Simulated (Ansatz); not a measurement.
A self-consistent single point of the (110) slab of LaC2 (cut from a parent of space group no. 71; 9 atoms in the cell) with Ansatz (an electronic-structure program).

Level of theory: PBEsol, default PAW files made with PBE (plane waves; Ansatz).

```
CELL_PARAMETERS angstrom
      4.17510     0.00000     0.00000
     -4.78336     4.13055     0.00000
      0.00000     0.00000    21.02479
ATOMIC_POSITIONS crystal
  C  0.00000 0.21254 0.33294
  C  0.00000 0.37170 0.37222
  C  0.00000 0.80991 0.48036
  C  0.00000 0.96907 0.51964
  C  0.00000 0.40728 0.62778
  C  0.00000 0.56645 0.66706
  La 0.00000 0.79212 0.35258
  La 0.00000 0.38949 0.50000
  La 0.00000 0.98686 0.64742
```

Reference input (self-consistent single point, DFT, PBEsol, plane waves, default PAW files made with PBE): basis.ecutwfc = 30.9 Ry; kpoints.mp_grid.grid = 8 8 1; hamiltonian.xc = pbesol; hamiltonian.pseudopotentials = {kind: paw} (the program's default PAW files); scf.occupations.method = gaussian; scf.occupations.width = 0.0073 Ry. This run's input differs from it in these lines:

Ansatz 0.2 input:
```diff
@@ -19,3 +19,3 @@
 kpoints:
-  mp_grid: { grid: [8, 8, 1] }
+  mp_grid: { grid: [10, 10, 1] }
 hamiltonian:
```

Log, with long lists cut:

```
SCF iter   1: F=—  HF=-19962.908528 eV  |F-HF|=—  |Δ(HF+E_count)|=         —  Δρ=4.49e-3  dr2=2.94e-1  ethr=1.77e-3  ⟨swp⟩=7.7  Hψ=6142  notcnv=0
all-band conjugate gradients solve this SCF's bands
preconditioner: auto → LDOS
SCF iter   2: F=—  HF=-19962.878173 eV  |F-HF|=—  |Δ(HF+E_count)|=   3.04e-2  Δρ=2.38e-3  dr2=2.49e-2  ethr=5.16e-4  ⟨swp⟩=3.8  Hψ=2353  notcnv=0  defer=112
   [... lines left out ...]
SCF iter   4: F=—  HF=-19962.874141 eV  |F-HF|=—  |Δ(HF+E_count)|=   7.71e-4  Δρ=1.87e-4  dr2=2.91e-4  ethr=8.84e-6  ⟨swp⟩=2.3  Hψ=1870  notcnv=0  defer=112
SCF iter   5: F=—  HF=-19962.874101 eV  |F-HF|=—  |Δ(HF+E_count)|=   3.99e-5  Δρ=3.87e-5  dr2=2.22e-5  ethr=5.11e-7  ⟨swp⟩=2.1  Hψ=1590  notcnv=0  defer=112
SCF iter   6: F=—  HF=-19962.874170 eV  |F-HF|=—  |Δ(HF+E_count)|=   6.91e-5  Δρ=9.72e-6  dr2=4.23e-7  ethr=3.90e-8  ⟨swp⟩=2.2  Hψ=1974  notcnv=0  defer=109
SCF iter   7: F=-19962.874170 eV  HF=-19962.874170 eV  |F-HF|=4.21e-8  |Δ(HF+E_count)|=   5.16e-8  Δρ=2.43e-6  dr2=3.94e-8  ethr=1.75e-10  ⟨swp⟩=21.4  Hψ=8303  notcnv=0
SCF 1 converged in 7 iterations: F = -19962.874170 eV  dr2 = 3.94e-8
Free energy (F): -19962.874170 eV
Internal energy: -19962.857222 eV  (E = F + TS)
E sigma→0 (E₀):  -19962.865696 eV
Entropy (-TS):   -0.016949 eV (-1.883 meV/atom)
Fermi energy:    3.114309 eV
--- Forces (eV/Å), atoms counted from 1 ---
  atom   1  C      0.06764195    -0.05841053     0.48256183
  atom   2  C      0.01221937    -0.01055174    -0.53678463
  atom   3  C     -0.03139641     0.02711160    -0.59139267
  atom   4  C      0.03139641    -0.02711160     0.59139267
  atom   5  C     -0.01221937     0.01055174     0.53678463
  atom   6  C     -0.06764195     0.05841053    -0.48256183
  atom   7  La    -0.12448322     0.10749441     0.86597179
  atom   8  La     0.00000000     0.00000000     0.00000000
  atom   9  La     0.12448322    -0.10749441    -0.86597179
--- Stress (GPa, compression-positive) ---
       -3.122575      -0.309634       0.113315
       -0.309634      -3.213768      -0.097850
        0.113315      -0.097850      -2.379820
  P = ⅓ Tr σ = -2.9054 GPa (-29.054 kbar)
  The stress holds the Pulay correction. Without it, at fixed plane waves, as pw.x and ABINIT print it: P = -2.9886 GPa
```

The run converged in 7 iterations. Against the reference run the free energy goes up by 1.2 meV/atom and the largest force hardly changes (0.877 to 0.881 eV/Å).

The starting cell comes from a database of computed structures (which also holds hypothetical and non-ambient phases and stackings), without a prior relaxation at this level. The slab is cut from that crystal, and its faces are unrelaxed. Its lattice was rescaled by up to half a per cent. Spin polarisation is off, though cut faces can carry moments; the slab shows no gap.

Cost on one core of a shared machine: roughly 30 s.
